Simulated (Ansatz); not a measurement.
The starting structures come from a database of crystals and need not be the phases stable at ambient conditions.

 Where the default PAW files enter, the runs use the earlier of Ansatz's two default sets.

By PBEsol, the system below comes out a metal.

The ballistic (Sharvin) conductance counts the channels at the Fermi level: G/A = (e²/h) × channels of both spins per area.

Input:

```
CELL_PARAMETERS angstrom
      3.38244     0.00000     0.00000
      0.00000     3.90932     0.00000
      1.69122     1.95466     2.04463
ATOMIC_POSITIONS crystal
  Sn 0.00000 0.00000 0.00000
```

Space group of this cell: Immm. The cell is strained (lengths along the current scaled by 0.97, ions clamped); by PBEsol its mean pressure is -1.4 GPa.

The current flows along the normal of the first two printed cell vectors. No spin-orbit coupling; the value is a mean over 0.1 eV about the Fermi level.

Estimate the ballistic conductance per area that Ansatz (an electronic-structure program) with PBEsol returns for this system.

1.2 × 10¹⁵ S/m² for both spins.
